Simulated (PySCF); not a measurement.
PySCF 2.14.0, PBE/def2-svp, df: Ta(Cl)2(Br)3 ([Cl][Ta]([Cl])([Br])([Br])[Br]), 6 atoms. The geometry is a generated start, not checked to be a minimum at this level.

| Quantity | Result |
|---|---|
| task | energy |
| method | pbe |
| basis | def2-svp |
| two-electron scheme | density fitting |
| mol.max_memory | 3000 MB |
| mf.max_cycle | 100 |
| mf.conv_tol | 1e-09 (default) |
| mf.grids.level | 3 (default) |
| effective core potentials | those of the basis set, past Kr |
| basis functions | 164 |
| grid points | 123040 |

```xyz
6

Ta    -0.0017    -0.0055     0.0013
Cl     1.7161    -0.3509     1.4289
Cl    -1.7084     0.3573    -1.4359
Br     0.3188     2.4383     0.1859
Br     1.1839    -1.2678    -1.7512
Br    -1.5087    -1.1713     1.5711
```

Charge 0 and multiplicity 1 are set for this test and not shown to be the ground state.

With the defaults (mf.DIIS = CDIIS, mf.diis = true, mf.diis_space = 8, newton = off, mf.diis_damp = 0, mf.init_guess = minao, mf.level_shift = 0) it converges in 15 Fock builds. One run each on 2 threads, 1 BLAS thread, with these changes:
- newton = Hessian by the SCF's own integrals
- mf.level_shift = 0.1 Hartree
- mf.diis_space = 5
- mf.diis_space = 20
- mf.diis = false
- mf.diis_damp = 0.3
- mf.init_guess = 1e
- mf.DIIS = EDIIS
- mf.diis_space = 12

Question: Which of these changes keep the SCF from converging, or lead it to another solution?

Answer: No convergence: mf.DIIS = EDIIS; mf.diis = false (the run ends without SCF convergence in 100 cycles). The rest reach the solution of the defaults.

| setting | Fock builds | end |
|---|---|---|
| mf.diis_damp = 0.3 | 14 | same solution |
| the defaults | 15 | same solution |
| mf.diis_space = 12 | 15 | same solution |
| mf.diis_space = 20 | 15 | same solution |
| mf.level_shift = 0.1 Hartree | 15 | same solution |
| mf.diis_space = 5 | 16 | same solution |
| mf.init_guess = 1e | 32 | same solution |
| newton = Hessian by the SCF's own integrals | 47 | same solution |
| mf.DIIS = EDIIS | 101 | no convergence |
| mf.diis = false | 101 | no convergence |

Under newton the count holds the products with the orbital Hessian.
